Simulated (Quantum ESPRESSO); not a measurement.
Worked example: self-consistent single point of Sn2Ir (Fm-3m, 3 atoms in the cell) in Quantum ESPRESSO.

Computed with PBEsol, GBRV 1.5 ultrasoft (PBESOL) pseudopotentials (plane waves; Quantum ESPRESSO).

The change in words: lattice scaled by 0.98. Reference geometry:
```xyz
3
Lattice="-3.1835 0.0000 3.1835 0.0000 3.1835 3.1835 -3.1835 3.1835 0.0000" Properties=species:S:1:pos:R:3 pbc="T T T"
Sn    -4.7753     4.7753     4.7753
Sn    -1.5918     1.5918     1.5918
Ir     0.0000     0.0000     0.0000
```

Reference input (self-consistent single point, DFT, PBEsol, plane waves, GBRV 1.5 ultrasoft (PBESOL) pseudopotentials): ecutwfc = 40 Ry; ecutrho = 320 Ry; occupations = smearing; smearing = fermi-dirac; degauss = 0.0073499 Ry; potentials = {Sn: sn_pbesol_v1.4.uspp.F.UPF, Ir: ir_pbesol_v1.2.uspp.F.UPF}; K_POINTS = automatic 12 12 12 0 0 0; conv_thr = 1e-10 Ry. This run's input differs from it in these lines:

```diff
@@ -11,3 +11,3 @@
     ibrav = 2,
-    celldm(1) = 12.0319807218,
+    celldm(1) = 11.7913392176,
     nat = 3,
```

Output (repeated stretches shortened):

```
     Self-consistent Calculation

     iteration #  1     ecut=    40.00 Ry     beta= 0.70

---- Real-time Memory Report at c_bands before calling an iterative solver
           208 MiB given to the printing process from OS
            82 MiB allocation reported by mallinfo(arena+hblkhd)
------------------

     negative rho (up, down):  2.785E-01 0.000E+00

     total energy              =    -497.69702531 Ry
     estimated scf accuracy    <       3.99390694 Ry

     iteration #  2     ecut=    40.00 Ry     beta= 0.70

---- Real-time Memory Report at c_bands before calling an iterative solver
   [... lines left out ...]
           273 MiB given to the printing process from OS
           101 MiB allocation reported by mallinfo(arena+hblkhd)
------------------

     negative rho (up, down):  3.161E-01 0.000E+00

     total energy              =    -499.54150126 Ry
     estimated scf accuracy    <       0.00000001 Ry

     iteration # 10     ecut=    40.00 Ry     beta= 0.70

---- Real-time Memory Report at c_bands before calling an iterative solver
           273 MiB given to the printing process from OS
           101 MiB allocation reported by mallinfo(arena+hblkhd)
------------------

     negative rho (up, down):  3.161E-01 0.000E+00
     End of self-consistent calculation

     the Fermi energy is    15.4154 ev

!    total energy              =    -499.54150126 Ry
     estimated scf accuracy    <          9.5E-11 Ry
     smearing contrib. (-TS)   =      -0.00300321 Ry
     internal energy E=F+TS    =    -499.53849805 Ry

     convergence has been achieved in  10 iterations

     negative rho (up, down):  3.161E-01 0.000E+00

     Forces acting on atoms (cartesian axes, Ry/au):

     atom    1 type  1   force =    -0.00000000   -0.00000000    0.00000000
   [... zero for the other atoms too ...]

     Total force =     0.000000     Total SCF correction =     0.000000

     negative rho (up, down):  3.161E-01 0.000E+00
          total   stress  (Ry/bohr**3)                   (kbar)     P=       71.55
   0.00048638  -0.00000000  -0.00000000           71.55       -0.00       -0.00
  -0.00000000   0.00048638   0.00000000           -0.00       71.55        0.00
  -0.00000000   0.00000000   0.00048638           -0.00        0.00       71.55

   JOB DONE.
```

The run converged in 10 iterations. Against the reference run the free energy rises by 23.1 meV/atom and the pressure goes from -1.42 to 7.15 GPa. The full log also holds: “c_bands:  1 eigenvalues not converged”.

The starting cell comes from a database of computed structures (which also holds hypothetical and non-ambient phases and stackings), without a prior relaxation at this level. For this run, on top of that: lattice scaled by 0.98. Spin-orbit coupling is off. Spin polarisation is off. With a pressure of about 7 GPa the cell is away from its equilibrium volume at this level.

Cost on one core of a shared machine: roughly 90 s.
